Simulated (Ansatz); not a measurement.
Bi on the N site in wurtzite GaN (start: the N site; 96-site cell, 2×2×2 shifted sampling). Level of theory: PBE, PAW (plane waves to 420 eV; Ansatz, a program for electronic structure). Total energies of the localised charge states, counted from that of charge +1, and their image corrections (point charge with alignment); the host's valence-band maximum lies at 9.259 eV on the cells' energy zero and its gap is 1.71 eV.

| charge | moment (μB) | E − E(first) (eV) | correction (eV) |
|---|---|---|---|
| +1 | 1.0 | 0.000 | 0.494 |
| 0 | not spin-polarised | 10.479 | 0.011 |

Derive the transition levels above the valence-band maximum and say which of them are thermodynamic.

A level is the Fermi energy at which two charges have equal formation energy: ε(q/q′) = [E(q′) + corr(q′) − E(q) − corr(q)] / (q − q′) − E_VBM.
ε(+1/0) = [(10.479 + 0.011) − (0.000 + 0.494)] / 1 − 9.259 = 0.74 eV
Thermodynamic levels at least 0.1 eV inside the gap: (+1/0) at 0.74 eV. They hold to tenths of an eV in this cell. Only the charges listed were compared. At charge −1 the carrier sat in host band states, shallow at most. Flagged in the runs: a host whose relaxation on this sampling wasn't shown to rest, a strain field that reaches the edge of the cell.
